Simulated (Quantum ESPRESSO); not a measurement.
A self-consistent single point of Se (C2, 3 atoms in the cell) with Quantum ESPRESSO.

Method of the run: LDA (PZ), PSlibrary ultrasoft (LDA) pseudopotentials (plane waves; Quantum ESPRESSO).

```
CELL_PARAMETERS angstrom
      2.19156    -3.79589     0.00000
      2.19156     3.79589     0.00000
      0.00000     0.00000     4.96485
ATOMIC_POSITIONS crystal
  Se 0.00000 0.22500 0.66667
  Se 0.78641 0.78641 0.00000
  Se 0.22500 0.00000 0.33333
```

Reference input (self-consistent single point, DFT, LDA (PZ), plane waves, PSlibrary ultrasoft (LDA) pseudopotentials): ecutwfc = 30 Ry; ecutrho = 180 Ry; occupations = smearing; smearing = fd; degauss = 0.000734986 Ry; potentials = {Se: Se.pz-n-rrkjus_psl.1.0.0.UPF}; K_POINTS = automatic 5 5 3 0 0 0; conv_thr = 1e-10 Ry; mixing_beta = 0.3. This run's input differs from it in these lines:

```diff
@@ -29,3 +29,3 @@
 K_POINTS automatic
-5 5 3  0 0 0
+7 7 5  0 0 0
 CELL_PARAMETERS angstrom
```

The program printed (abridged):

```
     Self-consistent Calculation

     iteration #  1     ecut=    30.00 Ry     beta= 0.30

     Threshold (ethr) on eigenvalues was too large:
     Diagonalizing with lowered threshold

     total energy              =     -62.85283490 Ry
     estimated scf accuracy    <       0.02663991 Ry

     iteration #  2     ecut=    30.00 Ry     beta= 0.30

     total energy              =     -62.84952024 Ry
     estimated scf accuracy    <       0.01072030 Ry

     iteration #  3     ecut=    30.00 Ry     beta= 0.30

     total energy              =     -62.85013407 Ry
     estimated scf accuracy    <       0.00022821 Ry

   [... 5 blocks of this kind left out ...]

     iteration #  9     ecut=    30.00 Ry     beta= 0.30

     total energy              =     -62.85016854 Ry
     estimated scf accuracy    <          8.0E-10 Ry

     iteration # 10     ecut=    30.00 Ry     beta= 0.30
     End of self-consistent calculation

     the Fermi energy is     4.7651 ev

!    total energy              =     -62.85016854 Ry
     estimated scf accuracy    <          7.1E-11 Ry
     smearing contrib. (-TS)   =       0.00000000 Ry
     internal energy E=F+TS    =     -62.85016854 Ry

     convergence has been achieved in  10 iterations

     Forces acting on atoms (cartesian axes, Ry/au):

     atom    1 type  1   force =     0.01206272    0.01261955   -0.00377242
     atom    2 type  1   force =    -0.02412545    0.00000000    0.00000000
     atom    3 type  1   force =     0.01206272   -0.01261955    0.00377242

     Total force =     0.034929     Total SCF correction =     0.000015

          total   stress  (Ry/bohr**3)                   (kbar)     P=       -4.30
  -0.00004227  -0.00000000   0.00000000           -6.22       -0.00        0.00
   0.00000000  -0.00008559  -0.00003108            0.00      -12.59       -4.57
   0.00000000  -0.00003108   0.00004007            0.00       -4.57        5.89

   JOB DONE.
```

The run converged in 10 iterations. Against the reference run the free energy rises by 1.1 meV/atom, the pressure moves little (-0.42 to -0.43 GPa), the largest force goes from 0.602 to 0.620 eV/Å and the gap on the mesh goes from 1.428 to 1.191 eV.

The starting cell has typed, rounded lattice constants, without a prior relaxation at this level. Its lattice was rescaled by up to half a per cent. One atom was moved a little off its site on purpose. Another mesh or the band path of this cell gives a smaller gap, so this value is not converged in the mesh.
